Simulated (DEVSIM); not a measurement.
Device: abrupt Si p-n junction, at 300 K.

Layer 1 from the left is Si, thickness (μm) 0.110, Na (cm⁻³) 1.6e17, τn (s) 2.5e-7, τp (s) 2.5e-7. Layer 2 from the left is Si, thickness (μm) 0.490, Nd (cm⁻³) 2e16, τn (s) 2.5e-7, τp (s) 2.5e-7.

Left contact: ohmic. Right contact: ohmic. Voltage is applied to the left contact. Recombination: SRH at mid-gap. Mobility is constant in doping.

Constants are typed, rounded textbook-type inputs, not results; the design itself was drawn at random and stands for no fabricated device. Values at 300 K.

Si: gap (eV) 1.124, affinity (eV) 4.05, permittivity 11.7, Nc (cm⁻³) 2.86e19, Nv (cm⁻³) 3.1e19, μn (cm²/Vs) 1417, μp (cm²/Vs) 470.

Model (solved in DEVSIM): 1D drift-diffusion, Boltzmann statistics, complete ionisation; no tunnelling, impact ionisation, image-force lowering or self-heating.

Dark forward current:

```tsv
|V| (V)	|J| (A/cm²)
0.05	1.686e-8
0.10	8.212e-8
0.15	4.058e-7
0.20	2.284e-6
0.25	1.416e-5
0.30	9.232e-5
0.35	0.0006159
0.40	0.004147
0.45	0.02801
0.50	0.1893
0.55	1.277
0.60	8.575
0.65	56.63
0.70	348.1
0.75	1705
0.80	5762
```

**Question.** Work out the local ideality factor n = ΔV / (kT/q · ln(J2/J1)) between the rows 0.15 and 0.20 V, 0.45 and 0.50 V, 0.75 and 0.80 V.

**Answer.** kT/q = 25.85 mV. From 0.15 to 0.20 V: ln(2.284e-6/4.058e-7) = 1.728, n = 1.12. From 0.45 to 0.50 V: ln(0.1893/0.02801) = 1.911, n = 1.01, near the 1 of diffusion or emission over a barrier. From 0.75 to 0.80 V: ln(5762/1705) = 1.218, n = 1.59; the layers' resistance at their doping, Σ W/(qμN) = 1.2e-5 Ω cm², would take 47 mV of this step of 50 mV.

**Question.** Estimate the current at 0.45 V from the Shockley equation with J0 = Σ q ni² D/(N L) coth(W/L), τ joining the SRH, radiative and Auger lifetimes that are on, and W taken as the whole layer.

**Answer.** ni² = 1.16e20 cm⁻⁶; electrons in the p layer: μ = 1420 cm²/Vs, D = 36.6 cm²/s, τ = 2.50e-7 s, L = 30.3 μm, W/L = 0.0036, term 3.86e-10 A/cm²; holes in the n layer: μ = 470 cm²/Vs, D = 12.1 cm²/s, τ = 2.50e-7 s, L = 17.4 μm, W/L = 0.028, term 2.30e-10 A/cm². J0 = 6.16e-10 A/cm², and J = J0 exp(qV/kT) = 0.0224 A/cm². The simulation gives 0.0280 A/cm²; the estimate lies 20 % below. The estimate leaves out recombination in the depletion region and that region's share of W.
